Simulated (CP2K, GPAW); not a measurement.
A GPAW input for a self-consistent single point of Ba (Cmcm, 2 atoms in the cell) (DFT PBEsol, plane waves, GPAW PAW datasets PBEsol (made by gpaw-setup)):

```python
from ase import Atoms
from ase.units import GPa
from gpaw import GPAW

atoms = Atoms(['Ba', 'Ba'],
              cell=[[2.113356, -3.833838, 0.000000],
                    [2.113356, 3.833838, 0.000000],
                    [0.000000, 0.000000, 7.123883]],
              scaled_positions=[[0.649600, 0.350400, 0.750000],
                                [0.350400, 0.649600, 0.250000]],
              pbc=True)

calc = GPAW(mode={'name': 'pw', 'ecut': 550},
            xc='PBEsol',
            kpts={'size': (6, 6, 3), 'gamma': True},
            occupations={'name': 'methfessel-paxton', 'width': 0.272, 'order': 0},
            nbands=-10,
            convergence={'density': 1e-05},
            symmetry={'symmorphic': False, 'tolerance': 0.0005},
            maxiter=120)

atoms.calc = calc

energy = atoms.get_potential_energy()
print('Energy (eV):', round(energy, 6))
forces = atoms.get_forces()
print('Forces (eV/Ang):')
print(forces.round(5))
stress = atoms.get_stress()
print('Stress (GPa, Voigt):', (stress / GPa).round(4))
```

Q: Give the CP2K input for the same structure, mesh, smearing and functional.

A: This is the input that was run; spellings and numerical settings could be chosen otherwise.

```
&GLOBAL
  PROJECT scf
  RUN_TYPE ENERGY_FORCE
  PRINT_LEVEL LOW
&END GLOBAL
&FORCE_EVAL
  METHOD Quickstep
  STRESS_TENSOR ANALYTICAL
  &DFT
    BASIS_SET_FILE_NAME BASIS_MOLOPT
    POTENTIAL_FILE_NAME GTH_POTENTIALS
    &QS
      METHOD GPW
      EPS_DEFAULT 1E-10
    &END QS
    &MGRID
      CUTOFF 500
      REL_CUTOFF 60
      NGRIDS 5
    &END MGRID
    &SCF
      SCF_GUESS ATOMIC
      EPS_SCF 1E-6
      MAX_SCF 100
      ADDED_MOS 5
      &DIAGONALIZATION
        ALGORITHM STANDARD
      &END DIAGONALIZATION
      &MIXING
        METHOD BROYDEN_MIXING
        ALPHA 0.3
        NBUFFER 10
        BETA 1.5
      &END MIXING
      &SMEAR ON
        METHOD GAUSSIAN
        SIGMA [eV] 0.272
      &END SMEAR
    &END SCF
    &KPOINTS
      SCHEME MONKHORST-PACK 6 6 3
      GAMMA_CENTERED T
    &END KPOINTS
    &XC
      &XC_FUNCTIONAL
        &PBE
          PARAMETRIZATION PBESOL
        &END PBE
      &END XC_FUNCTIONAL
    &END XC
    &PRINT
      &MO
        EIGENVALUES T
        OCCUPATION_NUMBERS T
        NDIGITS 8
        FILENAME mo
        &EACH
          QS_SCF 0
        &END EACH
        ADD_LAST NUMERIC
      &END MO
      &MULLIKEN OFF
      &END MULLIKEN
    &END PRINT
  &END DFT
  &SUBSYS
    &CELL
      ABC 4.37773800 4.37773740 7.12388300
      ALPHA_BETA_GAMMA 90.00000000 90.00000000 122.26957504
      PERIODIC XYZ
    &END CELL
    &COORD
      Ba       2.02479254     1.29703223     5.34291225
      Ba       0.01565646     2.40454377     1.78097075
    &END COORD
    &KIND Ba
      BASIS_SET DZVP-MOLOPT-SR-GTH-q10
      POTENTIAL GTH-PBE-q10
    &END KIND
  &END SUBSYS
  &PRINT
    &FORCES ON
    &END FORCES
    &STRESS_TENSOR ON
    &END STRESS_TENSOR
  &END PRINT
&END FORCE_EVAL
```

Basis, cutoffs, solver keys and any potentials are the target program's own. This input uses DFT PBEsol, GPW, DZVP-MOLOPT-SR-GTH basis, GTH-PBE potentials (GTH_POTENTIALS).

The starting cell comes from a database of computed structures (which also holds hypothetical and non-ambient phases and stackings), without a prior relaxation at this level. Its lattice was rescaled by a random factor within 2.5 % of one. For this run, on top of that: lattice scaled by 0.98.
